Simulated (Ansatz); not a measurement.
CdS (Fm-3m, No. 225, 2 atoms in the cell; start mp-370; high-pressure phase), treated with r²SCAN in Ansatz (PAW).

The input as run:

Ansatz 0.2 input:
```yaml
crystal:
  lattice:
    - [0.0, 2.7268196456, 2.7268196456]
    - [2.7268196456, 0.0, 2.7268196456]
    - [2.7268196456, 2.7268196456, 0.0]
  atoms:
    - { symbol: Cd, position: [0.0, 0.0, 0.0] }
    - { symbol: S, position: [0.5, 0.5, 0.5] }
basis:
  ecutwfc: 560
  ecutrho_ratio: 4
  xc_grid: 3
kpoints:
  mp_grid: { grid: [10, 10, 10] }
  band_path:
    path:
      - [0.0, 0.0, 0.0]
      - [0.045455, 0.0, 0.045455]
      - [0.090909, 0.0, 0.090909]
      - [0.136364, 0.0, 0.136364]
      - [0.181818, 0.0, 0.181818]
      - [0.227273, 0.0, 0.227273]
      - [0.272727, 0.0, 0.272727]
      - [0.318182, 0.0, 0.318182]
      - [0.363636, 0.0, 0.363636]
      - [0.409091, 0.0, 0.409091]
      - [0.454545, 0.0, 0.454545]
      - [0.5, 0.0, 0.5]
      - [0.541667, 0.083333, 0.541667]
      - [0.583333, 0.166667, 0.583333]
      - [0.625, 0.25, 0.625]
      - [0.375, 0.375, 0.75]
      - [0.34375, 0.34375, 0.6875]
      - [0.3125, 0.3125, 0.625]
      - [0.28125, 0.28125, 0.5625]
      - [0.25, 0.25, 0.5]
      - [0.21875, 0.21875, 0.4375]
      - [0.1875, 0.1875, 0.375]
      - [0.15625, 0.15625, 0.3125]
      - [0.125, 0.125, 0.25]
      - [0.09375, 0.09375, 0.1875]
      - [0.0625, 0.0625, 0.125]
      - [0.03125, 0.03125, 0.0625]
      - [0.05, 0.05, 0.05]
      - [0.1, 0.1, 0.1]
      - [0.15, 0.15, 0.15]
      - [0.2, 0.2, 0.2]
      - [0.25, 0.25, 0.25]
      - [0.3, 0.3, 0.3]
      - [0.35, 0.35, 0.35]
      - [0.4, 0.4, 0.4]
      - [0.45, 0.45, 0.45]
      - [0.5, 0.5, 0.5]
      - [0.5, 0.46875, 0.53125]
      - [0.5, 0.4375, 0.5625]
      - [0.5, 0.40625, 0.59375]
      - [0.5, 0.375, 0.625]
      - [0.5, 0.34375, 0.65625]
      - [0.5, 0.3125, 0.6875]
      - [0.5, 0.28125, 0.71875]
      - [0.5, 0.25, 0.75]
      - [0.5, 0.2, 0.7]
      - [0.5, 0.15, 0.65]
      - [0.5, 0.1, 0.6]
      - [0.5, 0.05, 0.55]
    npoints: 1
hamiltonian:
  xc: r2scan
  dispersion: none
  pseudopotentials: { kind: paw }
scf:
  occupations: { method: fermi_dirac, width: 0.01 }
  convergence: { dr2_threshold: 0.0000000002 }
output:
  forces: true
  stress: true
  eigenvalues: true
  write_bands: true
```

The run printed, among other lines:

```
Crystal: 2 atoms, lattice volume = 40.551 Å³
Basis set: ecut = 560 eV, 1243 PW (Γ), exchange–correlation on 90×90×90 points (27 copies of the dense FFT grid, shifted against one another)
Bands: 17, of which v1, the nominal top of the filled ones, is band 13 counted from 1 (12 counted from 0)
Symmetry: 48 space group operations
Space group: Fm-3m (ITA 225), of the structure as read, at distance tolerance 3.4e-5 Å
k-points: 47 of 1000
Functional: x = r2scan, c = r2scan; τ floored in thin density (d = 2e-4 eV/Å³)
SCF iter   1: F=—  HF=-9175.442573 eV  |F-HF|=—  |Δ(HF+E_count)|=         —  Δρ=7.67e-3  dr2=1.29e-2  dr2_τ=1.63e-2
SCF iter   2: F=—  HF=-9175.455786 eV  |F-HF|=—  |Δ(HF+E_count)|=   1.32e-2  Δρ=3.81e-3  dr2=2.48e-3  dr2_τ=5.22e-4
  ...
SCF iter   7: F=—  HF=-9175.456980 eV  |F-HF|=—  |Δ(HF+E_count)|=   7.88e-9  Δρ=3.26e-6  dr2=4.91e-9  dr2_τ=1.41e-10
SCF iter   8: F=-9175.456980 eV  HF=-9175.456980 eV  |F-HF|=1.09e-11  |Δ(HF+E_count)|=  4.91e-10  Δρ=3.15e-7  dr2=4.52e-11  dr2_τ=1.83e-12
SCF 1 converged in 8 iterations: F = -9175.456980 eV  dr2 = 4.52e-11
SCF converged after 8 iterations
Free energy (F): -9175.456980 eV
Internal energy: -9175.456980 eV  (E = F + TS)
E sigma→0 (E₀):  -9175.456980 eV
Fermi energy:    9.992852 eV
--- Stress (GPa, compression-positive) ---
       -0.005783       0.000000       0.000000
        0.000000      -0.005783      -0.000000
        0.000000       0.000000      -0.005783
  P = ⅓ Tr σ = -0.0058 GPa (-0.058 kbar)
```

The PAW data were made under PBE.

Computing time: very roughly 7 core-seconds.

A start named mp-… is a Materials Project structure, which need not be a measured phase.

Ansatz is a first-principles code.
